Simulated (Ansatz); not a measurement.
The parent structure is ZrO$_{2}$ (space group P4_2/nmc, No. 137).

```
ZrO2
1.0
    3.58446     0.00000     0.00000
    0.00000     3.58446     0.00000
    0.00000     0.00000     5.17872
Zr O
2 4
Direct
  0.00000   0.00000   0.00000
  0.50000   0.50000   0.50000
  0.00000   0.50000   0.20116
  0.00000   0.50000   0.70116
  0.50000   0.00000   0.29884
  0.50000   0.00000   0.79884
```

Level of theory: Ansatz (a program for electronic structure) PBEsol, no SOC, earlier PAW set.

Carriers are added at fixed cell with a uniform background; the Fermi–Dirac width is that of 300 K.

One change was made to it. Results:

```csv
quantity,base,after
Fermi level relative to the doped band's edge (positive inside the band; to 0.05 eV),–,+0.40 eV
gap between the host's bands,4.00 eV,4.06 eV
gap character,"indirect, M–Γ (56 % along) → Γ","indirect, M–Γ (56 % along) → Γ"
```

Problem. Which of these changes matches the shifts?
A. holes 3.0×10^21 cm⁻³
B. electrons 5.0×10^21 cm⁻³
C. electrons 2.0×10^21 cm⁻³
D. holes 5.0×10^21 cm⁻³

Solution. C, electrons 2.0×10^21 cm⁻³. For comparison, the gap between the host's bands in the other runs: electrons 5.0×10^21 cm⁻³ gives 4.12 eV; holes 5.0×10^21 cm⁻³ gives 4.10 eV; holes 3.0×10^21 cm⁻³ gives 4.11 eV.

Carriers are added with a uniform compensating background; total energy and stress of such cells depend on the potential's zero and are not compared; many-body gap narrowing is missing at this level. Stability against distortions was not tested. This is not the structure that ZrO2 has at room temperature and ambient pressure.
